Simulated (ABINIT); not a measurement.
# Several settings converged on Ta (Im-3m, 1 atom in the cell)

```
Ta
1.0
   -1.65825     1.65825     1.65825
    1.65825    -1.65825     1.65825
    1.65825     1.65825    -1.65825
Ta
1
Cartesian
  0.00000   0.00000   0.00000
```

Base method: PBE, norm-conserving pseudopotentials (PseudoDojo nc-sr-05 PBE standard) (plane waves; ABINIT).

Base settings: pseudos = [Ta.upf]; ecut = 29 Ha; occopt = 7; tsmear = 0.00367493 Ha; ngkpt = 10 10 10; nshiftk = 1; shiftk = 0 0 0; potentials = PseudoDojo nc-sr-05 PBE standard; nband = 12; kptopt = 1.

The count of work is k-points × plane waves × bands × iterations; it is no time. 

**Shifted k-point meshes**

In this ladder: shiftk = 0.5 0.5 0.5.

Only quantities that move along the ladder and can be compared are tabulated.

```tsv
ngkpt	free energy less the last step's (meV/atom)	pressure (GPa)	count of work / last
2 2 2	2262.39	30.38	0.0056
4 4 4	-114.84	-4.63	0.014
6 6 6	-23.24	-1.33	0.040
8 8 8	22.22	2.40	0.074
10 10 10	-1.81	-0.24	0.11
12 12 12	-4.17	0.72	0.19
15 15 15	-0.66	0.45	0.30
24 24 24	0.00	0.59	1.0
```

Coarsest ngkpt that holds the free energy within 5 meV/atom of the last step, with all finer ones: 10 10 10, at 0.11 of the last step's count of work; the step before is off by 22 meV/atom.

Coarsest ngkpt that holds the pressure within 1 GPa of the last step, with all finer ones: 10 10 10, at 0.11 of the last step's count of work; the step before is off by 1.8 GPa.

**The k-point mesh at a smearing width of 0.3 eV**

In this ladder: tsmear = 0.0110248 Ha.

Only quantities that move along the ladder and can be compared are tabulated.

| ngkpt | free energy less the last step's (meV/atom) | pressure (GPa) | count of work / last |
|---|---|---|---|
| 5 5 5 | 58.01 | 1.89 | 0.021 |
| 6 6 6 | 50.00 | 2.25 | 0.028 |
| 7 7 7 | -18.55 | 0.87 | 0.035 |
| 9 9 9 | 7.45 | 1.08 | 0.062 |
| 10 10 10 | 3.42 | 1.44 | 0.084 |
| 15 15 15 | 0.91 | 0.73 | 0.21 |
| 22 22 22 | 0.00 | 0.73 | 0.58 |
| 27 27 27 | 0.00 | 0.72 | 1.0 |

Coarsest ngkpt that holds the pressure within 0.2 GPa of the last step, with all finer ones: 15 15 15, at 0.21 of the last step's count of work; the step before is off by 0.72 GPa.

Coarsest ngkpt that holds the free energy within 0.5 meV/atom of the last step, with all finer ones: 22 22 22; the step before is off by 0.91 meV/atom.

**The width of Methfessel-Paxton smearing**

In this ladder: occopt = 6; ngkpt = 16 16 16.

Narrow widths need finer meshes than wide ones, so the last steps can hold mesh noise.

Only quantities that move along the ladder and can be compared are tabulated; pressure and forces are left out, as mesh noise rules them at narrow widths.

| tsmear | free energy less the last step's (meV/atom) |
|---|---|
| 0.0367493 Ha | -23.42 |
| 0.0183747 Ha | -4.88 |
| 0.0110248 Ha | -1.64 |
| 0.00734986 Ha | -0.67 |
| 0.00367493 Ha | 0.08 |
| 0.00183747 Ha | 0.00 |

Widest tsmear that holds the free energy within 0.5 meV/atom of the last step, with all finer ones: 0.00367493 Ha; the step before is off by 0.67 meV/atom.

On the base run: the starting cell has typed, rounded lattice constants, without a prior relaxation at this level. Its lattice was rescaled by up to half a per cent. Spin polarisation is off.

Left out of this page: 2 runs of the series outside the window shown, repeating another row's setting, or not comparable.
